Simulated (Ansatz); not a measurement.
WRu (P-6m2, No. 187, 2 atoms in the cell; start mp-1219476), treated with r²SCAN in Ansatz (PAW).

Input file:

Ansatz 0.2 input:
```yaml
crystal:
  lattice:
    - [2.7848660055, 0.0, 0.0]
    - [-1.3924330028, 2.4117647069, 0.0]
    - [0.0, 0.0, 4.4700077498]
  atoms:
    - { symbol: Ru, position: [0.0, 0.0, 0.5] }
    - { symbol: W, position: [0.6666666667, 0.3333333333, 0.0] }
basis:
  ecutwfc: 560
  ecutrho_ratio: 4
  xc_grid: 3
kpoints:
  mp_grid: { grid: [24, 24, 12] }
hamiltonian:
  xc: r2scan
  dispersion: none
  pseudopotentials: { kind: paw }
scf:
  occupations: { method: fermi_dirac, width: 0.05 }
output:
  forces: true
  stress: true
  eigenvalues: true
relax:
  f_tol: 0.004
  escape_saddle: false
  max_steps: 80
  cell: { stress_tol: 0.02, fix: [volume] }
```

From the output:

```
Relaxation: its limit of steps is 80 (relax.max_steps)
Crystal: 2 atoms, lattice volume = 30.023 Å³
Basis set: ecut = 560 eV, 941 PW (Γ), exchange–correlation on 72×72×108 points (27 copies of the dense FFT grid, shifted against one another)
Bands: 19, of which v1, the nominal top of the filled ones, is band 15 counted from 1 (14 counted from 0)
Symmetry: 12 space group operations
Space group: P-6m2 (ITA 187), of the structure as read, at distance tolerance 3.1e-5 Å
k-points: 427 of 6912 (time reversal used)
Functional: x = r2scan, c = r2scan; τ floored in thin density (d = 2e-4 eV/Å³)
SCF iter   1: F=—  HF=-16287.716930 eV  |F-HF|=—  |Δ(HF+E_count)|=         —  Δρ=1.45e-2  dr2=6.00e-2  dr2_τ=5.61e-2
SCF iter   2: F=—  HF=-16287.740996 eV  |F-HF|=—  |Δ(HF+E_count)|=   2.41e-2  Δρ=8.29e-3  dr2=1.72e-2  dr2_τ=2.37e-3
  ...
SCF 1 converged in 8 iterations: F = -16287.741858 eV  dr2 = 9.11e-9
Crystal: 2 atoms, lattice volume = 30.023 Å³
Initial density: handed on by an earlier stage of this run
SCF 2 converged in 5 iterations: F = -16287.741857 eV  dr2 = 1.40e-9
Crystal: 2 atoms, lattice volume = 30.023 Å³
SCF 3 converged in 7 iterations: F = -16287.741861 eV  dr2 = 1.84e-12
Crystal: 2 atoms, lattice volume = 30.023 Å³
SCF iter   4: F=—  HF=-16287.741861 eV  |F-HF|=—  |Δ(HF+E_count)|=  1.27e-11  Δρ=2.86e-7  dr2=1.41e-11  dr2_τ=4.73e-12
SCF iter   5: F=-16287.741861 eV  HF=-16287.741861 eV  |F-HF|=0.00e0  |Δ(HF+E_count)|=    0.00e0  Δρ=1.10e-7  dr2=9.40e-13  dr2_τ=1.02e-12
SCF 4 converged in 5 iterations: F = -16287.741861 eV  dr2 = 9.40e-13
SCF converged after 5 iterations
Free energy (F): -16287.741861 eV
Internal energy: -16287.728759 eV  (E = F + TS)
E sigma→0 (E₀):  -16287.735310 eV
Fermi energy:    21.900975 eV
--- Forces (eV/Å), atoms counted from 1 ---
  atom   1  Ru     0.00000000     0.00000000    -0.00000000
  atom   2  W     -0.00000000    -0.00000000    -0.00000000
--- Stress (GPa, compression-positive) ---
       -6.052045       0.000000      -0.000000
        0.000000      -6.052045       0.000000
       -0.000000       0.000000      -6.052384
  P = ⅓ Tr σ = -6.0522 GPa (-60.522 kbar)
```

The cell is one volume of an energy–volume scan, off the minimum.

The PAW data were made under PBE.

Note: the run has no spin polarisation, so it can have missed a magnetic state. Note: the relaxation could not lower the start's symmetry, so the cell can be a saddle point above a distorted one.

Cost on a shared machine: roughly 2.2 core-minutes.

A start named mp-… is a Materials Project structure, which need not be a measured phase.

Ansatz is a program for electronic structure.
